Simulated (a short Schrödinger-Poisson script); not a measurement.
System: symmetric double-gate stack, SiO2 on p-type Si(100), at 300 K.

```tsv
layer	material	thickness (nm)	Na (cm⁻³)
1	SiO2	3.4	-
2	Si	3	7e16
3	SiO2	3.4	-
```

Constants are typed, rounded textbook-type inputs, not results; the design itself was drawn at random and stands for no fabricated device. SiO2: permittivity 3.9, conduction-band edge (eV) 3.15, gap (eV) 9, electron mass (mₑ) 0.5. Si: permittivity 11.7, conduction-band edge (eV) 0, gap (eV) 1.124, Nv at 300 K (cm⁻³) 3.1e19.

Channel valleys (confinement mass, in-plane density-of-states mass, number): Δ2 0.916, 0.19, 2; Δ4 0.19, 0.417, 4. At the gates, both at one voltage, the conduction-band edge of layer 1 lies 3.54 eV − eVg above the Fermi level of the channel. Gaps are held at their typed values at every temperature. Mesh 0.03 nm at interfaces.

From a short Schrödinger-Poisson script (our own, NumPy): 1D Poisson equation in equilibrium, electrons quantum, Hartree (BenDaniel-Duke, 12 states a valley, the channel's in-plane mass for all, wave functions free to enter the dielectric), parabolic valleys, classical holes, full ionisation, no traps, pinning or gate leakage.

The same stack at other levels of the model or other numerical settings:

```
run                                          sheet density of all electrons at Vg = 2.55 V (cm⁻²)  sheet density of all electrons at Vg = 0.75 V (cm⁻²)  capacitance of both gates at Vg = 2.55 V (μF/cm²)  rough cost against the base
-------------------------------------------  ----------------------------------------------------  ----------------------------------------------------  -------------------------------------------------  ---------------------------
base                                                                                      2.41e13                                               3.69e12                                               1.87                      about 1
electrons treated as classical, Boltzmann                                                 2.63e13                                               4.54e12                                               1.98                         0.03
electrons treated as classical, Fermi-Dirac                                               2.57e13                                               4.48e12                                               1.92                         0.09
mesh six times as coarse                                                                  2.40e13                                               3.67e12                                               1.86                          0.2
one subband a valley                                                                      2.40e13                                               3.68e12                                               1.86                          0.3
```

The classical rows ignore confinement, and Boltzmann statistics overrate the density once the band edge passes the Fermi level.
